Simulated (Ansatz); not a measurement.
GaP under load (space group I-4m2), r2SCAN with spin-orbit coupling, rigid bands in Ansatz (a quantum-chemistry and plane-wave program). Condition of this run: uniaxial stress along [001] of -1.4 GPa (compression positive) (the target of the relaxation). Band gap 1.73 eV, N_c = 2.49e19 cm⁻³ and N_v = 1.13e19 cm⁻³ at 300 K, conductivity masses along y (a = (0.00, 2.71, 2.76) Å; b = (2.71, 0.00, 2.76) Å; c = (2.71, 2.71, 0.00) Å) of 0.405 mₑ (electrons) and 0.401 mₑ (holes). Take k_BT = 0.02585 eV.

Task: A film of it is 2 nm thick, with its normal along the direction named. Estimate the confinement energies in an infinite well.

Result: ħ²π²/(2m t²) = 0.376 eV·nm²/(m/mₑ × t²) gives 232 meV for electrons and 234 meV for holes, so the gap would widen to about 2.20 eV. Finite barriers and nonparabolic bands lower this, and with several valleys or bands the heaviest mass along the normal sets the lowest level, not this average.

Task: What built-in voltage has an abrupt junction with N_A = 1e16 and N_D = 1e18 cm⁻³, all dopants ionised?

Result: V_bi = E_g/e − (k_BT/e) ln(N_c N_v/(N_A N_D)) = 1.73 − 0.02585 × 10.24 = 1.47 V, for the computed gap.

Task: Find the intrinsic carrier density and the intrinsic Fermi level.

Result: n_i = √(N_c N_v) exp(−E_g/2k_BT) = 1.68e19 × exp(−33.46) = 4.9e4 cm⁻³. The level lies (k_BT/2) ln(N_v/N_c) = -10 meV from mid-gap (positive towards the conduction band). Each 0.1 eV added to the gap lowers n_i by a factor of 6.9.

Rigid bands with the computed gap; masses take one relaxation time for all states. Geometry: cell and atoms relaxed with PBEsol.
